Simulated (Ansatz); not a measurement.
The starting structures come from a database of crystals and need not be the phases stable at ambient conditions.

 Where the default PAW files enter, the runs use the earlier of Ansatz's two default sets.

Inside the gap of an insulator the Bloch states are evanescent, with a wavenumber k + iκ along the transport direction.

Given:

```yaml
crystal:
  lattice:
    - [3.88603, 0.00000, 0.00000]
    - [-1.94302, 3.36540, 0.00000]
    - [1.94301, 1.12180, 6.43081]
  atoms:
    - { symbol: Ga, position: [0.12926, 0.56463, 0.30611] }
    - { symbol: Ga, position: [0.87074, 0.43537, 0.69389] }
    - { symbol: P, position: [0.88523, 0.94261, 0.17216] }
    - { symbol: P, position: [0.11477, 0.05739, 0.82784] }
```

Space group of this cell: R-3m. The cell is taken as given; by PBEsol its mean pressure is -2.8 GPa.

Transport runs along the normal of the first two printed cell vectors, the (001) plane of the conventional cell.

The gap is the functional's own, uncorrected, and κ follows it; spin-orbit coupling is left out. Mid-gap values are interpolated between the computed energies.

**Question.** Predict the band gap and the smallest decay constant κ at mid-gap from PBEsol (Ansatz, a quantum-chemistry and plane-wave program).

**Answer.** Gap 0.73 eV on a 10×10×10 mesh; κ = 0.082 1/Å, at the zone centre.
